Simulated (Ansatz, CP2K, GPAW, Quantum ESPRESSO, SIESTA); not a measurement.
**Code comparison for BaP2Os2 (I4/mmm, 5 atoms in the cell)**

Self-consistent single point.

```
Ba(POs)2
1.0
   -2.02953     2.02953     6.16354
    2.02953    -2.02953     6.16354
    2.02953     2.02953    -6.16354
Ba P Os
1 2 2
Direct
  0.00000   0.00000   0.00000
  0.65708   0.65708   0.00000
  0.34292   0.34292   0.00000
  0.25000   0.75000   0.50000
  0.75000   0.25000   0.50000
```

Shared settings, as Ansatz (a quantum-chemistry and plane-wave program) writes them: kpoints.mp_grid.grid = 7 7 7; scf.occupations.method = fermi_dirac; scf.occupations.width = 0.0037 Ry. Potentials and cutoffs stand in the table.

| code | model | pressure (GPa) | largest force (eV/Å) | cutoff |
|---|---|---|---|---|
| CP2K | LDA (Pade form), GPW, DZVP-MOLOPT-SR-GTH basis, GTH-PADE potentials (GTH_POTENTIALS) | -9.29 | 0.368 | grid 500 Ry |
| GPAW | LDA (Perdew-Wang 92), GPAW PAW datasets LDA (gpaw-data 1.0.1) | -5.86 | 0.135 | 600 eV |
| Ansatz | LDA (PW92), PAW files made with PBE | -5.69 | 0.056 | default |
| SIESTA | LDA PW92, numerical atomic orbitals DZP, PseudoDojo LDA standard norm-conserving potentials (rewritten from UPF to PSML) | -2.99 | 0.682 | grid 350 Ry |
| Quantum ESPRESSO | LDA (PZ), GBRV 1.5 ultrasoft (LDA) pseudopotentials | -5.45 | 0.051 | 40 Ry |

On Ansatz's run: spin-orbit coupling is off. Spin polarisation is off.

The spread over the programs that give each value: pressure within 6.30 GPa; largest force within 0.631 eV/Å.

CP2K and SIESTA use small atom-centred bases, whose incompleteness enters pressures, forces and empty levels differently from a plane-wave cutoff. Ansatz's pressure is given at a fixed set of plane waves, as the other plane-wave codes print theirs; with its correction for the finite basis it is -5.64 GPa. The same LDA comes in different parametrisations, which differ slightly. In the pressure, CP2K (by 3.60) and SIESTA (by 2.70) lie more than 1 GPa from the median of the plane-wave programs. In the force vectors, CP2K (by 0.312) and SIESTA (by 0.737) lie more than 0.08 eV/Å from the median of the plane-wave programs.

The starting cell comes from a database of computed structures (which also holds hypothetical and non-ambient phases and stackings), without a prior relaxation at this level.

Left out of this page: FLEUR (not drawn, or without a comparable value).

Keys are those of Ansatz 0.2.
